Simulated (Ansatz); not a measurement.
CdSiN₂ (model structure, started from the AgBiO2 type, R-3m, No. 166, 4 atoms in the cell), treated with r²SCAN in Ansatz (PAW).

Settings: plane-wave cutoff 560 eV, 18×18×18 k mesh, Fermi–Dirac smearing 0.05 eV, scalar-relativistic PAW data made under PBE.

Cell (relaxed at this level):

```cif
data_Cd3N6Si3
_chemical_formula_sum 'Cd3 Si3 N6'
_space_group_name_H-M_alt 'R-3m :H'
_space_group_IT_number 166
_space_group_name_Hall '-R 3 2"'
_cell_length_a 2.90722
_cell_length_b 2.90722
_cell_length_c 17.93632
_cell_angle_alpha 90.000
_cell_angle_beta 90.000
_cell_angle_gamma 120.000
loop_
_atom_site_label
_atom_site_type_symbol
_atom_site_symmetry_multiplicity
_atom_site_Wyckoff_symbol
_atom_site_fract_x
_atom_site_fract_y
_atom_site_fract_z
_atom_site_occupancy
Cd1 Cd 3 b 0.00000 0.00000 0.50000 1
Si1 Si 3 a 0.00000 0.00000 0.00000 1
N1 N 6 c 0.00000 0.00000 0.38536 1
```
(The calculation used a cell of 4 atoms; values per cell refer to that cell.)

**Question.** Give the computed band gap, Γ–Γ gap and bulk modulus.

**Answer.** 
band gap: 0.30 eV (on the SCF k mesh)
Γ–Γ gap: 1.59 eV
bulk modulus: 193 GPa

Note: the bulk modulus is −V dP/dV from two relaxed cells at ±2 % in volume; the relaxation could raise the start's symmetry but not lower it, so the cell can be a saddle point.

Spin–orbit coupling is not included.

Computed values are for the static lattice.

The result took around 20 core-minutes (rough).

A model structure was made by putting elements into a prototype or built by hand; it is no filed structure, need not be a known phase, and can be a saddle point held by its symmetry.

Ansatz is a quantum-chemistry and plane-wave program.
